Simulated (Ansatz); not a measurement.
The reference is V2O3 in the corundum structure (space group R-3c, No. 167; ferromagnetic).

```
CELL_PARAMETERS angstrom
      2.38726     1.37828     4.74291
     -2.38726     1.37828     4.74291
      0.00000    -2.75657     4.74291
ATOMIC_POSITIONS crystal
  V  0.83974 0.83974 0.83974
  V  0.66026 0.66026 0.66026
  V  0.16026 0.16026 0.16026
  V  0.33974 0.33974 0.33974
  O  0.07571 0.42429 0.75000
  O  0.75000 0.07571 0.42429
  O  0.42429 0.75000 0.07571
  O  0.92429 0.57571 0.25000
  O  0.25000 0.92429 0.57571
  O  0.57571 0.25000 0.92429
```

Computed with PBEsol/PAW in Ansatz (a quantum-chemistry and plane-wave program), scalar-relativistic without spin-orbit coupling.

```csv
level,lattice parameter a,lattice parameter c
PBEsol,4.775 Å,14.229 Å
```

### Question
From these computed values, estimate the measured ones, and say how each level misses.

### Answer
Measured: lattice parameter a 4.9424 Å (temperature not stated; as listed in Zeitschrift fuer Anorganische und Allgemeine Chemie 628, 1236 (2002)); lattice parameter c 14.0161 Å (temperature not stated; as listed in Zeitschrift fuer Anorganische und Allgemeine Chemie 628, 1236 (2002)). Computed minus measured — lattice parameter a: PBEsol -3.4 %; lattice parameter c: PBEsol +1.5 %. Measured values not marked as corrected hold thermal and zero-point effects that the static-lattice runs lack.

The magnetic state is the one reached from the starting moments; the real material's order can differ, and small cells can't hold many antiferromagnetic ones. Whether these cells are dynamically stable was not tested. No Hubbard U is applied, and correlation can decide whether such a compound is a metal.
